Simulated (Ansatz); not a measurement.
Sr$_{2}$FeH$_{6}$ (Fm-3m), PBEsol, rigid bands run with Ansatz (a first-principles code): band gap 1.17 eV, N_c = 1.03e20 cm⁻³ and N_v = 4.44e21 cm⁻³ at 300 K, conductivity masses of 1.17 mₑ (electrons) and 18.4 mₑ (holes). Take k_BT = 0.02585 eV.

### Question
What thermal injection velocity √(2k_BT/πm) limits a ballistic channel?

### Answer
4.97e6 cm/s for electrons and 1.25e6 cm/s for holes, a ratio of √(m_h/m_e) = 3.97, for dilute carriers.

### Question
Find the intrinsic carrier density and the intrinsic Fermi level.

### Answer
n_i = √(N_c N_v) exp(−E_g/2k_BT) = 6.76e20 × exp(−22.63) = 1.0e11 cm⁻³. The level lies (k_BT/2) ln(N_v/N_c) = 49 meV from mid-gap (positive towards the conduction band). Each 0.1 eV added to the gap lowers n_i by a factor of 6.9.

### Question
A film of it is 2 nm thick. Estimate the confinement energies in an infinite well.

### Answer
ħ²π²/(2m t²) = 0.376 eV·nm²/(m/mₑ × t²) gives 80.3 meV for electrons and 5.11 meV for holes, so the gap would widen to about 1.26 eV. Finite barriers and nonparabolic bands lower this, and with several valleys or bands the heaviest mass along the normal sets the lowest level, not this average.

Rigid, parabolic bands with the computed gap; masses take one relaxation time for all states. Spin-orbit coupling is left out; where it splits the top of the valence band, N_v and the p-type Seebeck coefficient come out somewhat high without it.

Computed structure with no diffraction record at hand here (it may be known, metastable or hypothetical): Sr2FeH6 (Fm-3m). Treated as nonmagnetic, magnetic states not searched for: Sr2FeH6 (Fm-3m).
